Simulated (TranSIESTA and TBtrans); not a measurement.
Junction: Sn chain with one H atom inserted. Leads: straight Sn chain, spacing 2.75 Å. Geometry: 3 atoms about the centre moved by SIESTA (PBE, DZP) to a largest force of 0.01 eV/Å, all others as built, motion along the axis alone. Transport runs along z; the first 4 and the last 4 of the 15 atoms are the lead cells, repeated to infinity.

```xyz
15
Lattice="9.000 0.000 0.000 0.000 9.000 0.000 0.000 0.000 39.300" Properties=species:S:1:pos:R:3 pbc="F F T"
Sn     4.500     4.500     0.000
Sn     4.500     4.500     2.750
Sn     4.500     4.500     5.500
Sn     4.500     4.500     8.250
Sn     4.500     4.500    11.000
Sn     4.500     4.500    13.750
Sn     4.500     4.500    16.405
H      4.500     4.500    18.275
Sn     4.500     4.500    20.145
Sn     4.500     4.500    22.800
Sn     4.500     4.500    25.550
Sn     4.500     4.500    28.300
Sn     4.500     4.500    31.050
Sn     4.500     4.500    33.800
Sn     4.500     4.500    36.550
```

Run with TranSIESTA and TBtrans (open boundaries, self-consistent; PseudoDojo norm-conserving potentials, scalar-relativistic): PAO.BasisSize DZP, PAO.EnergyShift 0.15 eV, XC.Authors PBE, Mesh.Cutoff 200 Ry, ElectronicTemperature 300 K, TS.Voltage 0.0 eV, TBT.Elecs.Eta 0.001 eV, no spin polarisation.

Energies count from the leads' Fermi level. Transmissions are for one spin of a degenerate pair. The energy step is 0.01 eV; narrower resonances are cut or missed.

| E (eV) | T |
|---|---|
| -0.20 | 1.99 |
| -0.15 | 2.00 |
| -0.10 | 2.00 |
| -0.05 | 1.99 |
| 0.00 | 1.97 |
| 0.05 | 1.95 |
| 0.10 | 1.91 |
| 0.15 | 1.88 |
| 0.20 | 1.84 |

Question: Give the zero-bias conductance in μS and the resistance at 300 K.

Answer: At the Fermi level T = 1.97. Averaged with −∂f/∂E over the full grid (kT = 25.9 meV) it is 1.97. With G0 = 2e²/h = 77.48 μS, G = 153 μS and R = 1/G = 6.54 kΩ.

Question: The eigenchannels at the Fermi level transmit 0.991, 0.492, 0.492. What Fano factor of the shot noise follows at low temperature and bias?

Answer: F = Σ τ(1 − τ)/Σ τ = 0.509/1.98 = 0.26.

The straight chain is held at its spacing; free chains may zigzag or dimerise. No spin-polarised start was tried, so a magnetic state, if there is one, is missed.
